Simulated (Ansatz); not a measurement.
# ZnSnN2 (model structure, started from the alpha NaFeO2 type, R-3m, No. 166, 4 atoms in the cell): properties by level of theory

```
level (code)         equilibrium lattice constant a (Å)  c axis length (Å)
-------------------  ----------------------------------  -----------------
PBE (Ansatz)                                      3.202             15.636
PBEsol (Ansatz)                                   3.164             15.408
PBE-D3(BJ) (Ansatz)                               3.175             15.466
```

Ansatz's density-functional and Hartree–Fock values are scalar-relativistic unless marked +SOC, with PAW data made under PBE.

Static lattice: no zero-point or thermal effects.

A model structure was made by putting elements into a prototype or built by hand; it is no filed structure, need not be a known phase, and can be a saddle point held by its symmetry.

Ansatz is a first-principles code.
